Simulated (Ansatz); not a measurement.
Take BiB in the CsCl type structure (space group Pm-3m, No. 221; a = 3.309 Å; a hypothetical phase, not in the database extracts checked; relaxed with 0.1 eV smearing) as the base. Axes: x, y, z lie along the cube axes.

The values are results of Ansatz (a first-principles code), PBEsol, PAW, cutoff 420 eV, no spin-orbit coupling, not measurements.

For the base:

| Item | Value |
|---|---|
| Volume per atom | 18.12 Å³ |

One thing is altered: biaxial strain −1.97 %, plane normal [001], relaxed out of plane (Cartesian); in-plane vectors clamped, the third vector and the atoms free.

Problem. How does this affect the in-plane stress, energy relative to the base and volume per atom?

Solution. The mean in-plane stress (compression positive) comes out as +3.3 GPa; the energy goes up by 6.9 meV/atom; the volume per atom falls by 0.42 Å³, from 18.12 Å³ to 17.70 Å³.

Stability against distortions was not tested. All final runs are without spin polarisation.
